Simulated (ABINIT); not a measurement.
Worked example: self-consistent single point of SrIn₂Rh (Cmcm, 8 atoms in the cell) in ABINIT.

Level of theory: PBEsol, PAW (JTH v2.0 PBE PAW, files made for PBE) (plane waves; ABINIT).

The change in words: lattice scaled by 0.97. Reference geometry:
```yaml
crystal:
  lattice:
    - [2.19123, -5.47177, 0.00000]
    - [2.19123, 5.47177, 0.00000]
    - [0.00000, 0.00000, 8.06086]
  atoms:
    - { symbol: Sr, position: [0.94076, 0.05924, 0.75000] }
    - { symbol: Sr, position: [0.05924, 0.94076, 0.25000] }
    - { symbol: In, position: [0.65727, 0.34273, 0.94620] }
    - { symbol: In, position: [0.34273, 0.65727, 0.05380] }
    - { symbol: In, position: [0.34273, 0.65727, 0.44620] }
    - { symbol: In, position: [0.65727, 0.34273, 0.55380] }
    - { symbol: Rh, position: [0.21670, 0.78330, 0.75000] }
    - { symbol: Rh, position: [0.78330, 0.21670, 0.25000] }
```

Reference input (self-consistent single point, DFT, PBEsol, plane waves, PAW (JTH v2.0 PBE PAW, files made for PBE)): pseudos = [Sr.GGA_PBE-JTH.xml, In.GGA_PBE-JTH.xml, Rh.GGA_PBE-JTH.xml]; ecut = 21 Ha; pawecutdg = 42 Ha; pawxcdev = 0; ixc = -116133; occopt = 3; tsmear = 0.00183747 Ha; ngkpt = 5 5 3; nshiftk = 1; shiftk = 0.5 0.5 0.5; potentials = JTH v2.0 PBE PAW; nband = 66. This run's input differs from it in these lines:

```diff
@@ -3,6 +3,6 @@
 pseudos "Sr.GGA_PBE-JTH.xml, In.GGA_PBE-JTH.xml, Rh.GGA_PBE-JTH.xml"
-acell 5.8942072593 5.8942072593 8.0608600000 Angstrom
+acell 5.7173809022 5.7173809022 7.8190340000 Angstrom
 rprim
-         0.3717590685   -0.9283292493    0.0000000000
-         0.3717590685    0.9283292493    0.0000000000
+         0.3717590338   -0.9283292631    0.0000000000
+         0.3717590338    0.9283292631    0.0000000000
          0.0000000000    0.0000000000    1.0000000000
@@ -13,10 +13,10 @@
 xcart
-         2.1912250000   -4.8234702828    6.0456450000
-         2.1912250000    4.8234702828    2.0152150000
-         2.1912250000   -1.7210889631    7.6271857320
-         2.1912250000    1.7210889631    0.4336742680
-         2.1912250000    1.7210889631    3.5967557320
-         2.1912250000   -1.7210889631    4.4641042680
-         2.1912250000    3.1003020490    6.0456450000
-         2.1912250000   -3.1003020490    2.0152150000
+         2.1254880000   -4.6787661302    5.8642755000
+         2.1254880000    4.6787661302    1.9547585000
+         2.1254880000   -1.6694562785    7.3983699708
+         2.1254880000    1.6694562785    0.4206640292
+         2.1254880000    1.6694562785    3.4888529708
+         2.1254880000   -1.6694562785    4.3301810292
+         2.1254880000    3.0072929592    5.8642755000
+         2.1254880000   -3.0072929592    1.9547585000
       Angstrom
```

Output, abridged:

```
--- !BeginCycle
solver: {iscf: 17, nstep: 60, nline: 4, wfoptalg: 10, }
tolerances: {toldfe: 1.00E-09, }
...

     iter   Etot(hartree)      deltaE(h)  residm     nres2
 ETOT  1  -512.21438894066    -5.122E+02 2.252E+00 7.013E+01
 ETOT  2  -517.62460430346    -5.410E+00 4.934E-02 1.585E+02
 ETOT  3  -517.19327882026     4.313E-01 3.131E-02 1.073E+01
 ETOT  4  -517.18606265928     7.216E-03 1.229E-02 3.594E+00
 ETOT  5  -517.17439847338     1.166E-02 1.143E-02 4.177E-01
   [... 4 lines left out ...]
 ETOT 10  -517.17275181584     8.947E-07 2.544E-03 2.366E-06
 ETOT 11  -517.17275184732    -3.147E-08 2.095E-03 8.036E-07
 ETOT 12  -517.17275184697     3.465E-10 1.460E-03 1.693E-07
 ETOT 13  -517.17275184650     4.726E-10 1.254E-03 2.656E-08
 At SCF step   13, etot is converged :
  for the second time, diff in etot=  4.726E-10 < toldfe=  1.000E-09

 Cartesian components of stress tensor (hartree/bohr^3)
  sigma(1 1)= -1.90116914E-04  sigma(3 2)=  0.00000000E+00
  sigma(2 2)= -1.43302292E-04  sigma(3 1)=  0.00000000E+00
  sigma(3 3)= -1.82807727E-04  sigma(2 1)=  0.00000000E+00

 ----iterations are completed or convergence reached----

 reduced coordinates (array xred) for    8 atoms
       0.940759999997      0.059239999971      0.750000000000
       0.059239999971      0.940759999997      0.250000000000
       0.657269999992      0.342729999976      0.946200000000
       0.342729999976      0.657269999992      0.053800000000
       0.342729999976      0.657269999992      0.446200000000
       0.657269999992      0.342729999976      0.553800000000
   [... lines left out ...]
 Fermi (or HOMO) energy (hartree) =   0.30313   Average Vxc (hartree)=  -0.40444
 Fermi (or HOMO) energy (eV) =   8.24870   Average Vxc (eV)= -11.00545
   [... lines left out ...]
'-kT*entropy'       : -6.00986087115081E-04
total_energy        : -5.17172666052512E+02
total_energy_eV     : -1.40729839378545E+04
...

-Cartesian components of stress tensor (GPa)         [Pressure=  5.0626E+00 GPa]
- sigma(1 1)= -5.59343178E+00  sigma(3 2)=  0.00000000E+00
- sigma(2 2)= -4.21609829E+00  sigma(3 1)=  0.00000000E+00
- sigma(3 3)= -5.37838812E+00  sigma(2 1)=  0.00000000E+00

 Calculation completed.
```

The run converged in 13 iterations. Against the reference run the free energy goes up by 16.9 meV/atom, the pressure goes from -2.32 to 5.06 GPa and the largest force goes from 0.085 to 0.458 eV/Å.

The starting cell comes from a database of computed structures (which also holds hypothetical and non-ambient phases and stackings), without a prior relaxation at this level. For this run, on top of that: lattice scaled by 0.97. Spin polarisation is off. The potentials were made for another functional than the one used.

Cost on one core of a shared machine: roughly 10 min.
